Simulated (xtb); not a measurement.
xtb 6.7.1, GFN2-xTB: Mn(OH)(OMe)(OH2)2 (C[O][Mn]([OH])(<-[OH2])<-[OH2]), charge 0, multiplicity 6, 14 atoms. The geometry is a generated start, not checked to be a minimum at this level.

```yaml
method: GFN2-xTB
"--acc": 1 (default)
"--etemp (K)": 300 (default)
detailed input (--input): "none: ANC optimiser, Lindh (1995) Hessian, microcycle=20, maxdispl=1.0, hlow=0.01 (default)"
basis_functions: 38
valence_electrons: 43
```

```xyz
14

Mn    -0.1009     0.1966     0.4084
O      1.4825     0.5339     1.5551
H      2.4290     0.5816     1.6567
O     -0.2091    -0.4958    -1.3307
C     -0.2715    -1.0281    -2.5839
H     -0.2614    -0.2368    -3.3531
H      0.5865    -1.6951    -2.7773
H     -1.1955    -1.6149    -2.7194
O     -0.8031     2.4652     0.7588
H     -0.4659     2.9741     0.0101
H     -0.2082     2.6193     1.5056
O     -0.6660    -1.2638     2.2272
H      0.1001    -0.8811     2.6865
H     -0.4165    -2.1551     1.9561
```

Charge 0 and multiplicity 6 are set for this test and not shown to be the ground state. GFN-xTB has no spin term: --uhf 5 sets the occupations alone.

The structure is relaxed from this start with --opt LEVEL for the levels crude, sloppy, loose, lax, normal, tight, vtight, extreme, once each. Up to the end of the extreme run atoms move by at most 0.42 Å along an axis.

### Question
Choose the cheapest level whose final energy lies within 5 meV of that of extreme.

### Answer
normal: 14 cycles against 38, ending 1.4 meV above.

```
level    cycles  energy above the extreme run (meV)  gradient norm (eV/Å)
-------  ------  ----------------------------------  --------------------
crude         1                                 6.6                  0.12
sloppy        1                                 6.6                  0.12
loose         1                                 6.6                  0.12
lax           1                                 6.6                  0.12
normal       14                                 1.4                 0.046
tight        29                               0.072                 0.016
vtight       37                          under 0.01                0.0021
extreme      38                                   —                0.0017
```
